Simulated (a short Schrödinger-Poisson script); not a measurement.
Stack: gated In0.52Al0.48As/In0.53Ga0.47As modulation-doped gas in a quantum well, at 20 K.

| layer | material | thickness (nm) | Nd (cm⁻³) | Na (cm⁻³) |
|---|---|---|---|---|
| 1 | In0.52Al0.48As | 30 | - | - |
| 2 | In0.52Al0.48As | 20 | 2.3e18 | - |
| 3 | In0.52Al0.48As | 40 | - | - |
| 4 | In0.53Ga0.47As | 6 | - | - |
| 5 | In0.52Al0.48As | 4000 | - | 2e14 |

The device is made up for the run: typed textbook-type constants, with dimensions and the other settings drawn at random. In0.52Al0.48As: permittivity 12.5, conduction-band edge (eV) 0.52, gap (eV) 1.45, electron mass (mₑ) 0.075, Nv at 300 K (cm⁻³) 1.1e19. In0.53Ga0.47As: permittivity 13.9, conduction-band edge (eV) 0, gap (eV) 0.74, Nv at 300 K (cm⁻³) 7.7e18.

Channel valleys (confinement mass, in-plane density-of-states mass, number): Γ 0.041, 0.041, 1. At the gate the conduction-band edge of layer 1 lies 0.65 eV − eVg above the Fermi level of the channel; the field vanishes at the back. Donor level 0.006 eV below the band edge. The barrier under the gate holds no holes. Gaps are held at their typed values at every temperature. Mesh 0.08 nm at interfaces.

From a short Schrödinger-Poisson script (our own, NumPy): 1D Poisson equation in equilibrium, electrons quantum, Hartree (BenDaniel-Duke, 40 states a valley, the channel's in-plane mass for all, wave functions free to enter the barrier), parabolic valleys, classical holes, donors ionised by Fermi statistics, acceptors fully, no traps, pinning or gate leakage.

The same stack at other levels of the model or other numerical settings:

| run | sheet density of all electrons at Vg = 0.4 V (cm⁻²) | sheet density of all electrons at Vg = -1.6 V (cm⁻²) | capacitance at Vg = 0.4 V (μF/cm²) | centroid of the channel electrons at Vg = 0.4 V (nm) | rough cost against the base |
|---|---|---|---|---|---|
| base | 5.55e11 | 5.45e11 | 0.342 | 2.94 | about 1 |
| electrons treated as classical, Boltzmann | 7.74e11 | 6.55e11 | 0.342 | 0.71 | 0.03 |
| electrons treated as classical, Fermi-Dirac | 6.23e11 | 5.84e11 | 0.342 | 2.79 | 0.1 |
| electrons treated as quantum, Hartree plus LDA exchange-correlation | 5.71e11 | 5.57e11 | 0.342 | 2.93 | 2 |
| mesh six times as coarse | 5.53e11 | 5.43e11 | 0.342 | 2.93 | 0.2 |
| one subband a valley | 5.55e11 | 5.45e11 | 0.342 | 2.94 | 0.2 |

The classical rows ignore confinement, and Boltzmann statistics overrate the density once the band edge passes the Fermi level.
